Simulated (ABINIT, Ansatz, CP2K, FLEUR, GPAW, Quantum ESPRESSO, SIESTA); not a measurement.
# ZnP (P6_3mc, 4 atoms in the cell) computed with different codes at matched settings

Self-consistent single point.

```
CELL_PARAMETERS angstrom
      3.63466     0.00000     0.00000
     -1.81733     3.14771     0.00000
      0.00000     0.00000     6.91407
ATOMIC_POSITIONS crystal
  Zn 0.33333 0.66667 0.35584
  Zn 0.66667 0.33333 0.85584
  P  0.33333 0.66667 0.01916
  P  0.66667 0.33333 0.51916
```

Shared settings, as Ansatz (a program for electronic structure) writes them: kpoints.mp_grid.grid = 10 10 5; scf.occupations.method = gaussian; scf.occupations.width = 0.2 eV. Potentials and cutoffs stand in the table.

```tsv
code	model	pressure (GPa)	largest force (eV/Å)	cutoff
Quantum ESPRESSO	LDA (PZ), GBRV 1.5 ultrasoft (LDA) pseudopotentials	-6.03	0.025	50 Ry
GPAW	LDA (Perdew-Wang 92), GPAW PAW datasets LDA (gpaw-data 1.0.1)	-5.94	0.027	850 eV
CP2K	LDA (Pade form), GPW, DZVP-MOLOPT-SR-GTH basis, GTH-PADE potentials (GTH_POTENTIALS)	-5.10	0.033	grid 600 Ry
Ansatz	LDA (PW92), PAW files made with PBE	-5.85	0.025	default
FLEUR	LDA (Perdew-Zunger), all-electron FLAPW (FLEUR), scalar-relativistic valence	–	0.030	Kmax 4 1/bohr
SIESTA	LDA PW92, numerical atomic orbitals TZP, PseudoDojo LDA standard norm-conserving potentials (rewritten from UPF to PSML)	-6.89	0.004	grid 300 Ry
ABINIT	LDA (PW92), PAW (JTH v2.0 LDA PAW)	-5.92	0.026	30 Ha
```

A dash marks a value that a program does not give, or that is left out as unsure.

No clean gap comes from Quantum ESPRESSO, GPAW, CP2K, Ansatz, SIESTA and ABINIT: levels at the Fermi energy touch, overlap or are partly filled at this smearing.

The spread over the programs that give each value: pressure within 1.79 GPa; largest force within 0.029 eV/Å.

CP2K and SIESTA use small atom-centred bases, whose incompleteness enters pressures, forces and empty levels differently from a plane-wave cutoff. FLEUR treats all electrons, but the usual bases taken here (sphere radii, linearisation, local orbitals, empty states) were not tested for convergence, so the values are no reference for the others. Ansatz's pressure is given at a fixed set of plane waves, as the other plane-wave codes print theirs; with its correction for the finite basis it is -5.82 GPa. The same LDA comes in different parametrisations, which differ slightly.

The starting cell comes from a database of computed structures (which also holds hypothetical and non-ambient phases and stackings), without a prior relaxation at this level.

Left out of this page: Elk (not drawn, or without a comparable value).

Keys are those of Ansatz 0.2.
